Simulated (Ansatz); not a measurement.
The reference is SiO₂ in the rutile structure (space group P4_2/mnm, No. 136; a = 4.2359 Å, c = 2.6899 Å).

(Cell as relaxed with PBE.)

Levels (all Ansatz, a program for electronic structure, PAW, earlier PAW set): PBE (420 eV, no spin-orbit coupling); r2SCAN (500 eV, no spin-orbit coupling).

Each level relaxes its own structure.

```
base                     PBE   r2SCAN
-------------------  -------  -------
volume per atom      8.04 Å³  7.79 Å³
lattice parameter a  4.236 Å  4.185 Å
band gap             5.05 eV  6.53 eV
```

It is then changed as follows: cell and atoms relaxed at a pressure of 3 GPa.

| quantity | PBE | r2SCAN |
|---|---|---|
| valence-band top at Γ (three highest levels, from the VBM) | 0.00, -0.86, -0.86 eV | 0.00, -0.89, -0.89 eV |
| band gap | 5.21 eV | 6.69 eV |
| shift of the gap caused by the change | +0.16 eV | +0.16 eV |
| electron mass | 0.37 mₑ along c, 0.46 mₑ across (at Γ) | 0.38 mₑ along c, 0.49 mₑ across (at Γ) |
| c/a ratio | 0.637 | 0.639 |

PBE's band gap lies 1.472 eV below r2SCAN's; PBE's c/a ratio lies 0.002 below r2SCAN's; the two agree on the shift of the gap caused by the change. Neither level is exact; r2SCAN is the comparison here, not a measurement.

Load acts through the strain it causes; cell and atoms are relaxed under it. Masses are band curvatures over ±0.01 Å⁻¹ around the edge. No phonon test of stability was made.
